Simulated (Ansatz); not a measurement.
Take Ca3GeO (space group Imma, No. 74; a = 6.600 Å, b = 9.334 Å, c = 6.623 Å; a cell from a computed database, its experimental status unchecked) as the base.

All numbers come from PBEsol (Ansatz, a quantum-chemistry and plane-wave program, PAW, no spin-orbit coupling).

One change was made to it. Results:

The volume per atom shrinks by 0.22 Å³ (20.40 Å³ → 20.18 Å³); the band gap remains zero.

Task: Which of these changes matches the shifts?
A. pressure 7.5 GPa
B. pressure 0.7 GPa
C. pressure 5 GPa
D. pressure −2 GPa

Result: B, pressure 0.7 GPa. For comparison, the volume per atom in the other runs: pressure 7.5 GPa gives 18.51 Å³; pressure −2 GPa gives 21.11 Å³; pressure 5 GPa gives 19.04 Å³.

A case with no gap was solved on a k-mesh chosen for an insulator, which is coarse for it. Load acts through the strain it causes; cell and atoms are relaxed under it. No phonon test of stability was made. Competing high-pressure phases were not computed. All final runs are without spin polarisation. Gaps under 0.05 eV, about the width of the smearing, are given as zero. The zero or small gap of Ca3GeO can change with the level of theory.
